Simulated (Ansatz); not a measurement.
The starting structures come from a database of crystals and need not be the phases stable at ambient conditions.

By PBEsol, the system below comes out a metal.

Consider the following.

```yaml
crystal:
  lattice:
    - [4.28809, 0.00000, 0.00000]
    - [2.14404, 9.48988, 0.03114]
    - [2.14404, 0.47232, 3.68343]
  atoms:
    - { symbol: In, position: [0.59884, 0.20349, 0.59884] }
    - { symbol: In, position: [0.40116, 0.79651, 0.40116] }
    - { symbol: Te, position: [0.21161, 0.36518, 0.21161] }
    - { symbol: Te, position: [0.78839, 0.63482, 0.78839] }
    - { symbol: Te, position: [0.00000, 0.00000, 0.00000] }
```

Space group of this cell: R-3m. The cell was relaxed by PBE-D3(BJ); by PBEsol its mean pressure is -0.6 GPa.

The current flows along the normal of the first two printed cell vectors, the (101) plane of the conventional cell. No spin-orbit coupling; the value is a mean over 0.1 eV about the Fermi level.

Question: State the ballistic conductance per area according to PBEsol in Ansatz (a program for electronic structure).

Answer: 0.19 × 10¹⁵ S/m² for both spins.
